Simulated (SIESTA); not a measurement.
Input and output of a self-consistent single point for Ti₂C (R-3m, 3 atoms in the cell) (SIESTA)

Computed with GGA PBEsol, numerical atomic orbitals TZP, PseudoDojo PBEsol standard norm-conserving potentials (rewritten from UPF to PSML) (SIESTA 5.4.2).

The input file:

```
# files in the folder: Ti.psml C.psml (PseudoDojo PBEsol standard)
SystemName  Ti2C
SystemLabel Ti2C

NumberOfAtoms                3
NumberOfSpecies              2
%block ChemicalSpeciesLabel
  1 22 Ti
  2 6 C
%endblock ChemicalSpeciesLabel
LatticeConstant              5.066307 Ang
%block LatticeVectors
     0.300214535    0.173329015    0.937991717
    -0.300214535    0.173329015    0.937991717
     0.000000000   -0.346657832    0.937991717
%endblock LatticeVectors
AtomicCoordinatesFormat      Ang
%block AtomicCoordinatesAndAtomicSpecies
    -0.000000000    0.000000245    3.499947165  1
     0.000000000    0.000000755   10.756514835  1
     0.000000000    0.000000500    7.128231000  2
%endblock AtomicCoordinatesAndAtomicSpecies

XC.functional                GGA
XC.authors                   PBEsol
PAO.BasisSize                TZP
PAO.EnergyShift              0.01 Ry
MeshCutoff                   300 Ry
%block kgrid.MonkhorstPack
   13   0   0  0.0
    0  13   0  0.0
    0   0  13  0.0
%endblock kgrid.MonkhorstPack
OccupationFunction           FD
ElectronicTemperature        0.136 eV

MaxSCFIterations             150
SCF.Mixer.Method             Broyden
SCF.Mixer.Weight             0.2
SCF.Mixer.History            8
SCF.DM.Tolerance             1.0E-04
Diag.ParallelOverK           true
WriteForces                  true
```

The program printed (abridged):

```
reinit: Reading from file input.fdf

reinit: System Name: Ti2C
reinit: System Label: Ti2C

coor:   Atomic-coordinates input format  =     Cartesian coordinates
coor:                                          (in Angstroms)

siesta: Atomic coordinates (Bohr) and species
siesta:     -0.00000   0.00000   6.61394  1        1
siesta:      0.00000   0.00000  20.32687  1        2
siesta:      0.00000   0.00000  13.47040  2        3

siesta: System type = bulk

initatomlists: Number of atoms, orbitals, and projectors:      3    67    44

siesta: ******************** Simulation parameters ****************************
redata: Spin configuration                          = none
redata: Time-Reversal Symmetry                      = T
redata: Number of Atomic Species                    =        2
redata: Mesh Cutoff                                 =   300.0000 Ry
redata: Net charge of the system                    =     0.0000 |e|
redata: Min. number of SCF Iter                     =        0
redata: Max. number of SCF Iter                     =      150
redata: SCF convergence failure will abort job
redata: SCF mix quantity                            = Hamiltonian
redata: Mix DM or H after convergence               =   F
redata: Recompute H after scf cycle                 =   F
redata: Mix DM in first SCF step                    =   T
redata: No kicks to SCF
redata: DM Mixing Weight for Kicks                  =     0.5000
redata: Require Harris convergence for SCF          =   F
redata: Harris energy tolerance for SCF             =     0.000100 eV
redata: Require DM convergence for SCF              =   T
redata: DM tolerance for SCF                        =     0.000100
redata: Require EDM convergence for SCF             =   F
redata: EDM tolerance for SCF                       =     0.001000 eV
redata: Require H convergence for SCF               =   T
redata: Hamiltonian tolerance for SCF               =     0.001000 eV
redata: Require (free) Energy convergence for SCF   =   F
redata: (free) Energy tolerance for SCF             =     0.000100 eV
redata: Using DFT-D3 dispersion                     =   F
redata: Using Saved Data (generic)                  =   F
redata: Method of Calculation                       = Diagonalization
redata: Electronic Temperature                      =  1578.2145 K
redata: Number of TDED substeps                     =        3
redata: Dynamics option                             = Single-point calculation
redata: Save all siesta data in one NC              =   F
redata: ***********************************************************************

%block SCF.Mixers
  Broyden
%endblock SCF.Mixers

%block SCF.Mixer.Broyden
  # Mixing method
  method broyden

  # Mixing options
  weight 0.2000
  weight.linear 0.2000
  weight.prime 0.2000
  history 8
%endblock SCF.Mixer.Broyden

DM_history_depth set to one: no extrapolation allowed by default for geometry relaxation
Size of DM history Fstack: 1
Total number of electrons:    28.000000
Total ionic charge:    28.000000

* ProcessorY, Blocksize:    1  64

* Orbital distribution balance (max,min):    67    67

 Kpoints in:         1183 . Kpoints trimmed:         1099

siesta: k-grid: Number of k-points = 1099
siesta: k-points from Monkhorst-Pack grid
siesta: k-cutoff (effective) =    19.773 Ang
siesta: k-point supercell and displacements
siesta: k-grid:    13     0     0      0.000
siesta: k-grid:     0    13     0      0.000
siesta: k-grid:     0     0    13      0.000

diag: Algorithm                                     = D&C
diag: Parallel over k                               =   F
diag: Use parallel 2D distribution                  =   F
diag: Parallel block-size                           = 64
diag: Parallel distribution                         =     1 x     1
diag: Used triangular part                          = Lower
diag: Absolute tolerance                            =  0.100E-15
diag: Orthogonalization factor                      =  0.100E-05
diag: Memory factor                                 =  1.0000

superc: Internal auxiliary supercell:     7 x     7 x     7  =     343
superc: Number of atoms, orbitals, and projectors:   1029  22981  15092

                        Single-point calculation

superc: Internal auxiliary supercell:     7 x     7 x     7  =     343
superc: Number of atoms, orbitals, and projectors:   1029  22981  15092

outcell: Unit cell vectors (Ang):
        1.520979    0.878138    4.752154
       -1.520979    0.878138    4.752154
        0.000000   -1.756275    4.752154

outcell: Cell vector modules (Ang)   :    5.066307    5.066307    5.066307
outcell: Cell angles (23,13,12) (deg):     34.9410     34.9410     34.9410
outcell: Cell volume (Ang**3)        :     38.0827
new_DM -- step:     1
Initializing Density Matrix...

Attempting to read DM from file... Failed...
DM filled with atomic data:

InitMesh: MESH = 50 x 50 x 50 = 125000
InitMesh: Mesh cutoff (required, used) =   300.000   305.957 Ry

stepf: Fermi-Dirac step function

        iscf     Eharris(eV)        E_KS(eV)     FreeEng(eV)     dDmax    Ef(eV) dHmax(eV)
   scf:    1    -3340.048494    -3380.729839    -3380.816195  1.548841 -5.094479 12.592671
   scf:    2    -3395.898379    -3390.508836    -3390.610192  0.209150 -5.758226  3.676207
   scf:    3    -3391.733059    -3391.400519    -3391.506560  0.076495 -6.144256  1.026587
   scf:    4    -3391.499612    -3391.475398    -3391.582556  0.042270 -6.306287  0.260235
   scf:    5    -3390.994097    -3391.319316    -3391.433373  0.073752 -6.521497  1.418617
   scf:    6    -3391.538037    -3391.481199    -3391.590986  0.046308 -6.369654  0.081699
   scf:    7    -3391.482029    -3391.481649    -3391.591332  0.001413 -6.367163  0.045621
   scf:    8    -3391.482077    -3391.481892    -3391.591502  0.000867 -6.363623  0.016735
   scf:    9    -3391.482053    -3391.481984    -3391.591527  0.000687 -6.361125  0.002844
   scf:   10    -3391.481976    -3391.481980    -3391.591528  0.000113 -6.361355  0.000931
   scf:   11    -3391.481982    -3391.481981    -3391.591528  0.000041 -6.361431  0.000539

SCF Convergence by DM+H criterion
max |DM_out - DM_in|         :     0.0000407001
max |H_out - H_in|      (eV) :     0.0005390571
SCF cycle converged after 11 iterations

Using DM_out to compute the final energy and forces

siesta: E_KS(eV) =            -3391.4820

siesta: E_KS - E_eggbox =     -3391.4820

siesta: Atomic forces (eV/Ang):
     1    0.000000   -0.000001    0.257979
     2    0.000000    0.000001   -0.257925
     3   -0.000000    0.000000   -0.000053
   Tot    0.000000   -0.000000    0.000000
   Max    0.257979
   Res    0.121600    sqrt( Sum f_i^2 / 3N )
   Max    0.257979    constrained

Stress tensor Voigt[x,y,z,yz,xz,xy] (kbar):       -6.94       -6.94      -13.68        0.00        0.00        0.00
(Free)E + p*V (eV/cell)    -3391.3732
Target enthalpy (eV/cell)    -3391.5915

siesta: Program's energy decomposition (eV):
siesta: Ebs     =      -840.771592
siesta: Eions   =      5082.927625
siesta: Ena     =       771.874155
siesta: Ekin    =      1386.492205
siesta: Enl     =        20.227923
siesta: Eso     =         0.000000
siesta: Edftu   =         0.000000
siesta: DEna    =        40.686910
siesta: DUscf   =         1.642054
siesta: DUext   =         0.000000
siesta: Ex      =      -487.735330
siesta: Ec      =       -41.742272
siesta: Exc     =      -529.477603
siesta: Eharris =     -3391.481982
siesta: Etot    =     -3391.481981
siesta: FreeEng =     -3391.591528

siesta: Atomic forces (eV/Ang):
siesta:      1    0.000000   -0.000001    0.257979
siesta:      2    0.000000    0.000001   -0.257925
siesta:      3   -0.000000    0.000000   -0.000053
siesta: ----------------------------------------
siesta:    Tot    0.000000   -0.000000    0.000000

siesta: Stress tensor (static) (eV/Ang**3):
siesta:    -0.004331    0.000000    0.000000
siesta:     0.000000   -0.004331    0.000000
siesta:     0.000000    0.000000   -0.008538

siesta: Cell volume =         38.082687 Ang**3

siesta: Pressure (static):
siesta:                Solid            Molecule  Units
siesta:           0.00006244          0.00024089  Ry/Bohr**3
siesta:           0.00573313          0.02211720  eV/Ang**3
siesta:           9.18549155         35.43565468  kBar
```

The run converged in 11 iterations.

The starting cell comes from a database of computed structures (which also holds hypothetical and non-ambient phases and stackings), without a prior relaxation at this level. Its lattice was rescaled by a random factor within 2.5 % of one. Spin polarisation is off. Values carry the incompleteness of an atom-centred basis.

Cost on one core of a shared machine: roughly 5 min.
